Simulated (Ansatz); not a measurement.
Take Ta in the bcc (W type) structure (space group Im-3m, No. 229; relaxed with 0.1 eV smearing) as the base.

```
Ta
1.0
   -1.65304     1.65304     1.65304
    1.65304    -1.65304     1.65304
    1.65304     1.65304    -1.65304
Ta
1
Direct
  0.00000   0.00000   0.00000
```

Level of theory: r2SCAN (Ansatz, a program for electronic structure), spin-orbit coupling left out.

Strains are applied to the cell and any free atomic positions relax.

One change was made to it. Results:

| quantity | base | after |
|---|---|---|
| energy relative to the base (free energy F) | 0 meV/atom | +2.5 meV/atom |
| pressure | 0.0 GPa | -2.9 GPa |

Task: Which of these changes matches the shifts?
(A) isotropic strain +3.00 %
(B) isotropic strain +2.50 %
(C) isotropic strain +0.50 %
(D) isotropic strain +1.00 %
(E) isotropic strain +2.00 %

Result: C, isotropic strain +0.50 %. For comparison, the energy relative to the base in the other runs: isotropic strain +2.00 % gives +39 meV/atom; isotropic strain +2.50 % gives +60 meV/atom; isotropic strain +1.00 % gives +10 meV/atom; isotropic strain +3.00 % gives +85 meV/atom.

Stability against distortions was not tested. The final runs are not spin-polarised.
